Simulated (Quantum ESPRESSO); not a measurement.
# Quick settings and what they miss: La₂Tl₃Pb₃ (Pmmm, 8 atoms in the cell)

Self-consistent single point.

```xyz
8
Lattice="4.7542 0.0000 0.0000 0.0000 4.7753 0.0000 0.0000 0.0000 9.7712" Properties=species:S:1:pos:R:3 pbc="T T T"
La     0.0000     0.0000     7.3686
La     0.0000     0.0000     2.4027
Tl     0.0000     2.3877     4.8856
Tl     2.3771     0.0000     0.0000
Tl     2.3771     0.0000     4.8856
Pb     2.3771     2.3877     7.3366
Pb     2.3771     2.3877     2.4346
Pb     0.0000     2.3877     0.0000
```

Level of theory: LDA (PZ), GBRV 1.5 ultrasoft (LDA) pseudopotentials (plane waves; Quantum ESPRESSO 7.5).

Base settings: ecutwfc = 40 Ry; ecutrho = 200 Ry; occupations = smearing; smearing = gauss; degauss = 0.019992 Ry; potentials = {La: la_lda_v1.uspp.F.UPF, Tl: tl_lda_v1.2.uspp.F.UPF, Pb: pb_lda_v1.uspp.F.UPF}; K_POINTS = automatic 3 3 2 0 0 0; conv_thr = 1e-11 Ry; mixing_beta = 0.4.

Tight run (finer mesh or higher cutoff; not a proven limit): ecutwfc: 40 Ry → 56 Ry; ecutrho: 200 Ry → 280 Ry; conv_thr: 1e-11 Ry → 7.3e-11 Ry; K_POINTS: automatic 3 3 2 0 0 0 → automatic 5 5 3 0 0 0. It gave Fermi level (on the code's own zero) 12.54 eV; pressure -0.97 GPa; largest force (vector length) 0.121 eV/Å.

Quick runs, as changes from the base:
- A: the base itself
- B: ecutwfc: 40 Ry → 20 Ry; ecutrho: 200 Ry → 100 Ry; K_POINTS: automatic 3 3 2 0 0 0 → automatic 4 4 4 0 0 0
- C: ecutwfc: 40 Ry → 24 Ry; ecutrho: 200 Ry → 120 Ry; K_POINTS: automatic 3 3 2 0 0 0 → automatic 3 3 3 0 0 0
- D: ecutwfc: 40 Ry → 33 Ry; ecutrho: 200 Ry → 264 Ry; degauss: 0.019992 Ry → 0.0099958 Ry; conv_thr: 1e-11 Ry → 7.3e-06 Ry; pseudopotentials: {La: la_lda_v1.uspp.F.UPF, Tl: tl_lda_v1.2.uspp.F.UPF, Pb: pb_lda_v1.uspp.F.UPF} → {La: La.GGA-PBE-paw-v1.0.UPF, Tl: Tl_pbe_v1.2.uspp.F.UPF, Pb: Pb.pbe-dn-kjpaw_psl.0.2.2.UPF}; K_POINTS: automatic 3 3 2 0 0 0 → automatic 1 1 1 0 0 0; input_dft: default → pbesol [PBEsol]
- E: ecutwfc: 40 Ry → 20 Ry; ecutrho: 200 Ry → 100 Ry; smearing: gauss → cold; K_POINTS: automatic 3 3 2 0 0 0 → automatic 2 2 2 0 0 0

Energies are extrapolated to zero smearing width, which holds to low order in the width alone (under cold and Methfessel-Paxton smearing the free energy itself is taken).

Dashes: energy of D, another energy zero; pressure of D, not trusted under this conv_thr with d or f elements.

† marks runs with another functional, U, potentials or spin treatment: their distance from the tight run is not a convergence error alone.

The count of work is k-points × plane waves × bands × iterations; it is no time. Core times come from one kind of shared machine and are given to one figure; runs under 30 s give none.

The starting cell comes from a database of computed structures (which also holds hypothetical and non-ambient phases and stackings), without a prior relaxation at this level. Its lattice was rescaled by a random factor within 2.5 % of one. Without a gap this mesh is coarse (it stands for a supercell whose shortest vector is 14 Å).

```
run  energy less tight (meV/atom)  pressure less tight (GPa)  largest miss in a force vector (eV/Å)  count of work / tight  core time / tight (rough)
---  ----------------------------  -------------------------  -------------------------------------  ---------------------  -------------------------
A                           -31.7                      -0.95                                  0.120                   0.29                        0.3
B                           513.6                     -15.63                                  0.067                   0.34                        0.2
C                            88.7                      -3.60                                  0.082                   0.15                        0.1
D†                              –                          –                                  0.490                  0.021                        0.2
E                           588.5                     -15.91                                  0.297                   0.11                       0.08
```

Among the runs at the tight run's level, the energy misses run from 31.7 to 588.5 meV/atom.

Left out of this page: 1 run of the series outside the window shown, repeating another row's setting, or not comparable.
